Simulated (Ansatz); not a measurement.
BN (F-43m): band-edge transport data

Consider the following.

```yaml
crystal:
  lattice:
    - [0.00000, 1.80284, 1.80284]
    - [1.80284, 0.00000, 1.80284]
    - [1.80284, 1.80284, 0.00000]
  atoms:
    - { symbol: B, position: [0.00000, 0.00000, 0.00000] }
    - { symbol: N, position: [0.25000, 0.25000, 0.25000] }
```

Level of theory: PBE, rigid bands (plane waves, PAW, scalar-relativistic; Ansatz, a first-principles code). Cell: cell and atoms relaxed with PBEsol.

* **band gap**: 4.48 eV
* **electron conductivity mass (300 K, dilute)**: 0.39 mₑ
* **hole conductivity mass (300 K, dilute)**: 0.70 mₑ
* **effective density of states N_c (300 K)**: 2.2e19 cm⁻³
* **effective density of states N_v (300 K)**: 8.8e19 cm⁻³
* **density-of-states mass, electrons**: 0.93 mₑ
* **density-of-states mass, holes**: 2.3 mₑ
* **Seebeck coefficient, n-type 1e19 cm⁻³, 300 K**: -285 μV/K
* **best n-type power factor at 300 K for τ = 10 fs (best axis; densities from 1e16 to 1e21 cm⁻³ tried, whether or not they can be reached)**: 9.2 μW/(cm·K²) at 1e20 cm⁻³
* **Seebeck coefficient, p-type 1e19 cm⁻³, 300 K**: 400 μV/K
* **best p-type power factor at 300 K for τ = 10 fs (best axis; densities from 1e16 to 1e21 cm⁻³ tried, whether or not they can be reached)**: 19.8 μW/(cm·K²) at 3e20 cm⁻³

Rigid bands; masses and Seebeck coefficients take one relaxation time τ for all states and one kind of carrier; polarons and phonon drag are left out. Spin-orbit coupling is left out. Geometry: cell and atoms relaxed with PBEsol.
